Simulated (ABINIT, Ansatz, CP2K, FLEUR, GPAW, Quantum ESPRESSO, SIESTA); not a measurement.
# One structure in several programs: SiO2 (P4_2/mnm, 6 atoms in the cell)

Self-consistent single point.

```xyz
6
Lattice="4.2222 0.0000 0.0000 0.0000 4.2222 0.0000 0.0000 0.0000 2.6970" Properties=species:S:1:pos:R:3 pbc="T T T"
Si     0.0000     0.0000     0.0000
Si     2.1111     2.1111     1.3485
O      1.2920     1.2920     0.0000
O      3.4031     0.8191     1.3485
O      0.8191     3.4031     1.3485
O      2.9302     2.9302     0.0000
```

Shared settings, as Ansatz (a first-principles code) writes them: kpoints.mp_grid.grid = 5 5 8; scf.occupations.method = fermi_dirac; scf.occupations.width = 0.05 eV. Potentials and cutoffs stand in the table.

```csv
code,model,pressure (GPa),largest force (eV/Å),gap on the mesh (eV),cutoff
CP2K,"PBEsol, GPW, DZVP-MOLOPT-SR-GTH basis, GTH-PBE potentials (GTH_POTENTIALS)",-2.32,0.179,4.902,grid 450 Ry
FLEUR,"PBEsol, all-electron FLAPW (FLEUR), scalar-relativistic valence",–,–,4.987,Kmax 4.1 1/bohr
SIESTA,"GGA PBEsol, numerical atomic orbitals DZP, PseudoDojo PBEsol standard norm-conserving potentials (rewritten from UPF to PSML)",-3.05,0.090,4.931,grid 300 Ry
Ansatz,"PBEsol, default PAW files made with PBE",-7.26,0.139,5.001,420 eV
ABINIT,"PBEsol, norm-conserving pseudopotentials (PseudoDojo nc-sr-04 PBEsol standard)",-7.45,0.162,5.038,42 Ha
Quantum ESPRESSO,"PBEsol, GBRV 1.5 ultrasoft (PBESOL) pseudopotentials",-5.76,0.125,5.042,40 Ry
GPAW,"PBEsol, GPAW PAW datasets PBEsol (made by gpaw-setup)",–,0.048,5.035,950 eV
```

A dash marks a value that a program does not give, or that is left out as unsure.

Gaps are read on the mesh.

The spread over the programs that give each value: pressure within 5.13 GPa; largest force within 0.131 eV/Å; gap on the mesh within 0.140 eV.

CP2K and SIESTA use small atom-centred bases, whose incompleteness enters pressures, forces and empty levels differently from a plane-wave cutoff. FLEUR treats all electrons, but the usual bases taken here (sphere radii, linearisation, local orbitals, empty states) were not tested for convergence, so the values are no reference for the others. Ansatz's pressure is given at a fixed set of plane waves, as the other plane-wave codes print theirs; with its correction for the finite basis it is -6.15 GPa (the shift of 1.11 GPa shows how far the cutoff is from converged). The pressure of GPAW is left out: its cutoff lies under the one at which its stress was checked. In the pressure, CP2K (by 4.94), SIESTA (by 4.21) and Quantum ESPRESSO (by 1.49) lie more than 1 GPa from the median of the plane-wave programs. In the gap, CP2K (by 0.134) lies more than 0.12 eV from the median of the plane-wave programs. In the force vectors, GPAW (by 0.084) lies more than 0.08 eV/Å from the median of the plane-wave programs.

The starting cell has typed, rounded lattice constants, without a prior relaxation at this level. Its lattice was rescaled by a random factor within 2.5 % of one.

Keys are those of Ansatz 0.2.
